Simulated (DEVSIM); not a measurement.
Structure: TaN/SiO2/p-InP capacitor, at 250 K.

| layer (left to right) | material | thickness (nm) | Na (cm⁻³) |
|---|---|---|---|
| 1 | SiO2 | 8.40 | - |
| 2 | InP | 1100 | 3.3e17 |

Metal gate on the left, work function 4.4 eV. Fixed charge at the semiconductor interface -5.9e10 cm⁻² (in units of +e); no interface traps.

The device is made up for the run: typed textbook-type constants, with dimensions and the other settings drawn at random. Values at 300 K; Nc and Nv go as T^1.5, mobilities as T to minus their exponent, the gap by Varshni's rule with the affinity fixed.

| parameter | SiO2 | InP |
|---|---|---|
| gap (eV) | 9 | 1.344 |
| affinity (eV) | 0.9 | 4.38 |
| permittivity | 3.9 | 12.5 |
| Nc (cm⁻³) | - | 5.7e17 |
| Nv (cm⁻³) | - | 1.1e19 |
| Varshni α (eV/K) | - | 0.000363 |
| Varshni β (K) | - | 162 |

DEVSIM, 1D Poisson equation in equilibrium, Boltzmann statistics, complete ionisation; no quantum confinement or tunnelling. Metal contacts follow the ideal Schottky-Mott rule: no Fermi-level pinning, no interface dipoles.

Task: Give the band bending (positive: bands bend down) and minority sheet density.

Result: 
```json
[
 {"Vg (V)": "-1.8", "ψs (V)": "-0.064", "minority carriers (cm⁻²)": "< 1e8"},
 {"Vg (V)": "-1.2", "ψs (V)": "0.010", "minority carriers (cm⁻²)": "< 1e8"},
 {"Vg (V)": "-0.6", "ψs (V)": "0.250", "minority carriers (cm⁻²)": "< 1e8"},
 {"Vg (V)": "0", "ψs (V)": "0.609", "minority carriers (cm⁻²)": "< 1e8"},
 {"Vg (V)": "0.6", "ψs (V)": "1.017", "minority carriers (cm⁻²)": "< 1e8"}
]
```
